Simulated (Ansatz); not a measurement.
Take MoSe2 in the 2H-MoS2 type structure (space group P6_3/mmc, No. 194; a = 3.277 Å, c = 12.732 Å; layered, stacked along the Cartesian z axis) as the base.

All numbers come from Ansatz (an electronic-structure program) PBE-D3(BJ), scalar-relativistic without spin-orbit coupling.

It is then changed as follows: full substitution Se → S, then cell and atoms are relaxed.

Measured band gap: MoSe2 1.09 eV (room temperature; as listed in Carlos M. O. Bastos et al., Physical Review Materials (2019)); MoS2 1.23 eV (room temperature; as listed in Carlos M. O. Bastos et al., Physical Review Materials (2019)).

Measured lattice parameter a: MoSe2 3.289 Å (room temperature; as listed in arXiv:1605.07067); MoS2 3.16 Å (room temperature; as listed in arXiv:1605.07067).

Q: How well does PBE-D3(BJ) reproduce the measured shift?

A: With PBE-D3(BJ) the band gap moves by +0.03 eV (0.74 → 0.78) against +0.14 eV measured; the lattice parameter a moves by -0.128 Å (3.277 → 3.149) against -0.129 Å measured.

No phonon test of stability was made.
